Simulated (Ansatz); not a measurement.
We consider MgO (P3m1, No. 156, 12 atoms in the cell; start mp-775808; a measured phase of this formula has another space group), described by r²SCAN+rVV10 (plane waves, PAW; Ansatz, a program for electronic structure).

Run with plane-wave cutoff 560 eV, 12×12×4 k mesh (along the axes of the cell as run), Fermi–Dirac smearing 0.01 eV, scalar-relativistic PAW data made under PBE.

Cell (relaxed at this level):

```
CELL_PARAMETERS angstrom
      2.81501    -1.62523     0.00045
      2.81501     1.62523     0.00045
     -0.00247     0.00000    15.44432
ATOMIC_POSITIONS crystal
  Mg 0.33334 0.33334 0.64809
  Mg 0.33336 0.33336 0.97929
  Mg 0.00002 0.00002 0.81368
  Mg 0.00000 0.00000 0.48189
  Mg 0.00004 0.00004 0.14749
  Mg 0.66669 0.66669 0.31368
  O  0.33335 0.33335 0.85170
  O  0.33334 0.33334 0.52046
  O  0.00003 0.00003 0.01858
  O  0.00001 0.00001 0.68610
  O  0.00002 0.00002 0.35298
  O  0.66670 0.66670 0.18606
```

### Question
Give the computed band gap.

### Answer

band gap: 4.25 eV (on the SCF k mesh)

Note: the relaxation could not lower the start's symmetry, so the cell can be a saddle point above a distorted one.

Static lattice: no zero-point or thermal effects.

A start named mp-… is a Materials Project structure, which need not be a measured phase.
